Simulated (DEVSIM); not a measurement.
Device: In0.52Al0.48As/In0.53Ga0.47As n-p heterojunction, at 400 K.

| layer (left to right) | material | thickness (μm) | Nd (cm⁻³) | Na (cm⁻³) | τn (s) | τp (s) |
|---|---|---|---|---|---|---|
| 1 | In0.52Al0.48As | 0.0780 | 3.7e16 | - | 6.2e-10 | 6.2e-10 |
| 2 | In0.53Ga0.47As | 2.90 | - | 7.5e15 | 6.2e-10 | 6.2e-10 |

Left contact: ohmic. Right contact: ohmic. Voltage is applied to the left contact. Recombination: SRH at mid-gap. Mobility is constant in doping.

The device is made up for the run: typed textbook-type constants, with dimensions and the other settings drawn at random. Values at 300 K; Nc and Nv go as T^1.5, mobilities as T to minus their exponent, the gap by Varshni's rule with the affinity fixed.

```
parameter         In0.52Al0.48As  In0.53Ga0.47As
----------------  --------------  --------------
gap (eV)                    1.45            0.74
affinity (eV)                  4            4.51
permittivity                12.5            13.9
Nc (cm⁻³)                 5.1e17          2.1e17
Nv (cm⁻³)                 1.1e19          7.7e18
μn (cm²/Vs)                 4000           12000
μp (cm²/Vs)                   75             300
T exponent of μn             1.5             1.6
T exponent of μp             1.5             1.6
Varshni α (eV/K)         0.00042         0.00035
Varshni β (K)                180             190
```

Model (solved in DEVSIM): 1D drift-diffusion, Boltzmann statistics, complete ionisation; no tunnelling, impact ionisation, image-force lowering or self-heating. Band offsets follow the typed affinities; no thermionic-emission limit at abrupt steps, no polarisation charge.

Question: Give the dark forward current.

Answer: 
(V (V), J (A/cm²)): (-0.05, -0.41); (-0.10, -1.8); (-0.15, -5.5); (-0.20, -14); (-0.25, -29); (-0.30, -57); (-0.35, -100); (-0.40, -180); (-0.45, -310); (-0.50, -500); (-0.55, -780); (-0.60, -1200); (-0.65, -1800); (-0.70, -2600)
